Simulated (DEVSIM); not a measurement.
Device: Schottky contact on n-type GaP, at 250 K.

```csv
layer (left to right),material,thickness (μm),Nd (cm⁻³),τn (s),τp (s)
1,GaP,0.950,1.1e16,2e-6,2e-6
```

Left contact: Schottky, work function 5.53 eV, emission velocity 1.2e7 cm/s. Right contact: ohmic. Voltage is applied to the left contact. Recombination: SRH at mid-gap, radiative, Auger. Mobility is μmin + (μ − μmin)/(1 + (N/Nref)^α).

Constants are typed, rounded textbook-type inputs, not results; the design itself was drawn at random and stands for no fabricated device. Values at 300 K; Nc and Nv go as T^1.5, mobilities as T to minus their exponent, the gap by Varshni's rule with the affinity fixed.

| parameter | GaP |
|---|---|
| gap (eV) | 2.26 |
| affinity (eV) | 3.8 |
| permittivity | 11.1 |
| Nc (cm⁻³) | 1.8e19 |
| Nv (cm⁻³) | 1.9e19 |
| μn (cm²/Vs) | 250 |
| μp (cm²/Vs) | 150 |
| μn,min | 10 |
| μp,min | 10 |
| Nref,n | 4.4e18 |
| Nref,p | 1e18 |
| αn | 0.8 |
| αp | 0.85 |
| T exponent of μn | 1.6 |
| T exponent of μp | 1.98 |
| B (cm³/s) | 1e-13 |
| Cn (cm⁶/s) | 1e-30 |
| Cp (cm⁶/s) | 1e-30 |
| Varshni α (eV/K) | 0.00058 |
| Varshni β (K) | 372 |

Model (solved in DEVSIM): 1D drift-diffusion, Boltzmann statistics, complete ionisation; no tunnelling, impact ionisation, image-force lowering or self-heating. Metal contacts follow the ideal Schottky-Mott rule: no Fermi-level pinning, no interface dipoles.

Task: Tabulate band edges, carrier densities and field at 1.15 V on the left contact.

Result: Energies count from the Fermi level of the right contact; mesh points crowd at the junctions.

```json
[
 {"x (μm)": "0.000", "Ec (eV)": "0.580", "Ev (eV)": "-1.699", "n (cm⁻³)": "1.4e7", "p (cm⁻³)": "1.2e8", "field (V/cm)": "-38000"},
 {"x (μm)": "0.007886", "Ec (eV)": "0.550", "Ev (eV)": "-1.729", "n (cm⁻³)": "9.5e7", "p (cm⁻³)": "3.1e7", "field (V/cm)": "-37000"},
 {"x (μm)": "0.01823", "Ec (eV)": "0.514", "Ev (eV)": "-1.766", "n (cm⁻³)": "5.9e8", "p (cm⁻³)": "5600000", "field (V/cm)": "-35000"},
 {"x (μm)": "0.02962", "Ec (eV)": "0.475", "Ev (eV)": "-1.804", "n (cm⁻³)": "3.6e9", "p (cm⁻³)": "930000", "field (V/cm)": "-33000"},
 {"x (μm)": "0.05252", "Ec (eV)": "0.405", "Ev (eV)": "-1.875", "n (cm⁻³)": "9.6e10", "p (cm⁻³)": "35000", "field (V/cm)": "-29000"},
 {"x (μm)": "0.07676", "Ec (eV)": "0.340", "Ev (eV)": "-1.939", "n (cm⁻³)": "1.9e12", "p (cm⁻³)": "1800", "field (V/cm)": "-24000"},
 {"x (μm)": "0.1085", "Ec (eV)": "0.272", "Ev (eV)": "-2.007", "n (cm⁻³)": "4.5e13", "p (cm⁻³)": "< 1e2", "field (V/cm)": "-19000"},
 {"x (μm)": "0.1643", "Ec (eV)": "0.195", "Ev (eV)": "-2.084", "n (cm⁻³)": "1.6e15", "p (cm⁻³)": "< 1e2", "field (V/cm)": "-9100"},
 {"x (μm)": "0.2234", "Ec (eV)": "0.163", "Ev (eV)": "-2.116", "n (cm⁻³)": "7.0e15", "p (cm⁻³)": "< 1e2", "field (V/cm)": "-2600"},
 {"x (μm)": "0.3008", "Ec (eV)": "0.155", "Ev (eV)": "-2.125", "n (cm⁻³)": "1.0e16", "p (cm⁻³)": "< 1e2", "field (V/cm)": "-320"},
 {"x (μm)": "0.3861", "Ec (eV)": "0.154", "Ev (eV)": "-2.126", "n (cm⁻³)": "1.1e16", "p (cm⁻³)": "< 1e2", "field (V/cm)": "-29"},
 {"x (μm)": "0.5299", "Ec (eV)": "0.154", "Ev (eV)": "-2.126", "n (cm⁻³)": "1.1e16", "p (cm⁻³)": "< 1e2", "field (V/cm)": "≈ 0"},
 {"x (μm)": "0.6356", "Ec (eV)": "0.154", "Ev (eV)": "-2.126", "n (cm⁻³)": "1.1e16", "p (cm⁻³)": "< 1e2", "field (V/cm)": "≈ 0"},
 {"x (μm)": "0.7163", "Ec (eV)": "0.154", "Ev (eV)": "-2.126", "n (cm⁻³)": "1.1e16", "p (cm⁻³)": "< 1e2", "field (V/cm)": "≈ 0"},
 {"x (μm)": "0.7925", "Ec (eV)": "0.154", "Ev (eV)": "-2.126", "n (cm⁻³)": "1.1e16", "p (cm⁻³)": "< 1e2", "field (V/cm)": "≈ 0"},
 {"x (μm)": "0.8359", "Ec (eV)": "0.154", "Ev (eV)": "-2.126", "n (cm⁻³)": "1.1e16", "p (cm⁻³)": "< 1e2", "field (V/cm)": "≈ 0"},
 {"x (μm)": "0.8690", "Ec (eV)": "0.154", "Ev (eV)": "-2.126", "n (cm⁻³)": "1.1e16", "p (cm⁻³)": "< 1e2", "field (V/cm)": "≈ 0"},
 {"x (μm)": "0.8910", "Ec (eV)": "0.154", "Ev (eV)": "-2.126", "n (cm⁻³)": "1.1e16", "p (cm⁻³)": "< 1e2", "field (V/cm)": "≈ 0"},
 {"x (μm)": "0.9158", "Ec (eV)": "0.154", "Ev (eV)": "-2.126", "n (cm⁻³)": "1.1e16", "p (cm⁻³)": "< 1e2", "field (V/cm)": "≈ 0"},
 {"x (μm)": "0.9300", "Ec (eV)": "0.154", "Ev (eV)": "-2.126", "n (cm⁻³)": "1.1e16", "p (cm⁻³)": "< 1e2", "field (V/cm)": "≈ 0"},
 {"x (μm)": "0.9407", "Ec (eV)": "0.154", "Ev (eV)": "-2.126", "n (cm⁻³)": "1.1e16", "p (cm⁻³)": "< 1e2", "field (V/cm)": "≈ 0"},
 {"x (μm)": "0.9500", "Ec (eV)": "0.154", "Ev (eV)": "-2.126", "n (cm⁻³)": "1.1e16", "p (cm⁻³)": "< 1e2", "field (V/cm)": "≈ 0"}
]
```
